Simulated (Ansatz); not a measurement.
## What biaxial strain −0.72 %, plane normal [001], relaxed out of plane does to HfS2

Base system: HfS2 in the CdI2 type structure (space group P-3m1, No. 164; a = 3.5475 Å, c = 5.5768 Å; layered, stacked along the Cartesian z axis). Axes: x lies along a and z along c of the hexagonal cell.

Now apply this change: compressive biaxial strain of 0.72 % in the plane normal to [001], as in epitaxy on a mismatched substrate; the out-of-plane cell vector and the atoms relax.

All numbers come from Ansatz (a quantum-chemistry and plane-wave program) PBEsol-D3(BJ), without spin-orbit coupling. k-mesh 11×11×6 (Γ-centred); smearing 0.05 eV (Fermi–Dirac).

- Volume per atom = 20.02 Å³ (base 20.26 Å³)
- Space group = P-3m1 (No. 164) (base P-3m1 (No. 164))
- Shortest interatomic distance = 2.510 Å (base 2.516 Å)
- Band gap = 0.39 eV (base 0.45 eV)
- Gap character = indirect, Γ → L (base indirect, Γ → L)
- Smallest direct gap = 1.44 eV (base 1.50 eV)
- Valence-band top at Γ (three highest levels, from the VBM) = 0.00, -0.23, -0.23 eV (base 0.00, -0.29, -0.29 eV)
- Out-of-plane strain = +0.23 %
- Mean in-plane stress (compression positive) = +1.3 GPa

Final structure (turned so that z lies along the plane normal):

```yaml
crystal:
  lattice:
    - [3.52193, 0.00000, 0.00000]
    - [1.76097, 3.05008, 0.00000]
    - [0.00000, 0.00000, 5.58970]
  atoms:
    - { symbol: Hf, position: [0.00000, 0.00000, 0.00000] }
    - { symbol: S, position: [0.33333, 0.33333, 0.26340] }
    - { symbol: S, position: [0.66667, 0.66667, 0.73660] }
```

Spin-orbit coupling, missing from the scalar runs, can matter with Hf. Stability against distortions was not tested.
